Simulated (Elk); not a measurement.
Band structure of SrBi₃ (Pm-3m, 4 atoms in the cell).

```
SrBi3
1.0
    5.04969     0.00000     0.00000
    0.00000     5.04969     0.00000
    0.00000     0.00000     5.04969
Sr Bi
1 3
Direct
  0.00000   0.00000   0.00000
  0.50000   0.50000   0.00000
  0.00000   0.50000   0.50000
  0.50000   0.00000   0.50000
```

Computed with PBEsol, all-electron FP-LAPW, Elk's shipped species files, APW+lo basis with extra local orbitals run with Elk.

Settings: xctype = 22; rgkmax = 7.5; stype = 0; swidth = 0.00367493 Ha; ngridk = 5 5 5; gmaxvr = 16 1/bohr; nxlo = 2; lorbcnd = true; lmaxi = 2; maxscl = 100.

The starting cell comes from a database of computed structures (which also holds hypothetical and non-ambient phases and stackings), without a prior relaxation at this level. Its lattice was rescaled by a random factor within 2.5 % of one. Spin-orbit coupling is off. Values depend on the basis (sphere radii, cutoffs, local orbitals), which need not be converged.

Levels in eV from the Fermi level, bands 24 to 31:
| point | 24 | 25 | 26 | 27 | 28 | 29 | 30 | 31 |
|---|---|---|---|---|---|---|---|---|
| Γ | -3.26 | -3.26 | 0.51 | 0.51 | 0.51 | 1.50 | 2.10 | 2.10 |
| X | -2.75 | -1.88 | -1.59 | -0.91 | -0.91 | -0.41 | 1.83 | 1.83 |
| M | -2.47 | -1.44 | -1.44 | -0.93 | -0.93 | -0.81 | 2.36 | 2.93 |
| R | -3.56 | -3.56 | -3.56 | 1.38 | 3.42 | 3.42 | 3.42 | 3.52 |

Bands cross the Fermi level along this path, so the cell is metallic at this level.
